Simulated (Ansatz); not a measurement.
Defect migration in rutile TiO2: Nb-vacancy pair (Nb on one host Ti site, one O site vacant), charge state +3. Level of theory: PBE, PAW (plane waves to 420 eV; Ansatz, an electronic-structure program).

72-site cell at the relaxed PBE lattice, one k-point at (0.250, 0.250, 0.250), smearing 0.01 eV, spin-restricted, no finite-size correction. No zero-point or tunnelling terms. The charge state is imposed; whether it is stable for some Fermi level was not computed. Forms of the defect that were not tried may lie lower. The start lies 0.53 eV above the lowest site run (PBE).

Barriers: single points on a 2×2×2 k-point mesh shifted by half a step at the bands' geometries.

The step: a nearby O atom hops onto the vacant site (Nb-vacancy distance between ideal sites 1.96 → 3.52 Å). Atoms about the jump, Cartesian Å from the middle of the jump, before and after:

```
atom     x0     y0     z0     x1     y1     z1
----  -----  -----  -----  -----  -----  -----
O1     1.10  -0.24  -0.71  -1.10   0.24   0.71
Ti2    0.45  -1.38   0.73   0.06  -1.34   0.90
Ti3    0.18  -1.25  -2.21   0.06  -1.35  -2.41
O4    -0.68  -2.01  -0.71  -0.59  -2.00  -0.75
O5    -1.20   0.28  -2.16  -1.10   0.24  -2.22
Nb6   -2.29   1.37  -0.93  -2.15   1.23  -0.75
O7    -0.69   2.52  -0.72  -0.66   2.61  -0.76
O8     1.10  -0.23   2.17   1.13  -0.30   2.16
O9     1.69   2.08   0.72   1.65   2.01   0.67
Ti10   2.51   1.09  -0.78   2.81   1.37  -0.75
O11    1.67   2.07  -2.21   1.66   2.01  -2.19
O12    1.72  -2.64   0.74   1.65  -2.52   0.71
O13    1.65  -2.57  -2.21   1.65  -2.51  -2.21
O14    1.11  -0.24  -3.72   1.13  -0.29  -3.67
O15    3.47   0.23   0.74   3.43   0.23   0.68
O16   -0.68  -2.01   2.17  -0.68  -2.10   2.30
O17   -3.45  -0.23  -0.72  -3.49  -0.24  -0.76
O18    3.47   0.24  -2.23   3.43   0.23  -2.20
Ti19   2.57   1.27   2.17   2.64   1.05   2.20
O20   -2.92   2.00   0.76  -2.95   2.07   0.77
O21   -0.68   2.54   2.19  -0.63   2.57   2.20
Ti22   0.18   3.51   0.77   0.36   3.43   0.73
O23   -0.67  -2.03  -3.72  -0.68  -2.11  -3.82
Ti24  -2.23   1.34   2.40  -1.97   1.16   2.24
```

Where do these atoms stand at the saddle point, and how high is it?


| atom | x | y | z |
|---|---|---|---|
| O1 | 0.21 | 0.00 | -0.47 |
| Ti2 | 0.33 | -1.36 | 0.77 |
| Ti3 | 0.11 | -1.26 | -2.22 |
| O4 | -0.62 | -2.26 | -0.79 |
| O5 | -1.26 | 0.14 | -2.45 |
| Nb6 | -1.91 | 1.21 | -0.88 |
| O7 | -0.60 | 2.59 | -0.77 |
| O8 | 1.10 | -0.26 | 2.21 |
| O9 | 1.69 | 2.10 | 0.74 |
| Ti10 | 2.70 | 1.37 | -0.73 |
| O11 | 1.67 | 2.07 | -2.23 |
| O12 | 1.73 | -2.54 | 0.69 |
| O13 | 1.70 | -2.48 | -2.20 |
| O14 | 1.10 | -0.26 | -3.72 |
| O15 | 3.42 | 0.21 | 0.68 |
| O16 | -0.75 | -1.98 | 2.17 |
| O17 | -3.37 | -0.30 | -0.72 |
| O18 | 3.40 | 0.22 | -2.17 |
| Ti19 | 2.51 | 1.16 | 2.22 |
| O20 | -2.81 | 1.91 | 0.68 |
| O21 | -0.65 | 2.55 | 2.19 |
| Ti22 | 0.28 | 3.58 | 0.79 |
| O23 | -0.66 | -2.09 | -3.70 |
| Ti24 | -2.21 | 1.34 | 2.37 |
It lies 0.77 eV above the start and 1.30 eV above the end. The saddle point's order was not checked.
